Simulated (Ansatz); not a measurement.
Take CaF2 in the rutile structure (space group P4_2/mnm, No. 136; a = 5.155 Å, c = 3.541 Å; a hypothetical phase, not in the database extracts checked) as the base. Axes: x, y, z lie along a, b, c of the conventional cell.

The change: strain tensor (xx, yy, zz, yz, xz, xy) = (+1.09, −0.59, −1.74, +0.08, +0.76, +1.69) %, atoms relaxed at fixed cell.

Levels (all Ansatz, a quantum-chemistry and plane-wave program, PAW): PBEsol (420 eV, no spin-orbit coupling); r2SCAN (500 eV, no SOC); HSE06 (420 eV, no spin-orbit coupling).

At the geometry relaxed with PBEsol, these levels gave the following band gaps, in shuffled order: (a) 7.74 eV, (b) 9.13 eV, (c) 6.92 eV.

Match each gap to its level.

(a) r2SCAN; (b) HSE06; (c) PBEsol.

Single points use the geometry relaxed with PBEsol. Whether these cells are dynamically stable was not tested.
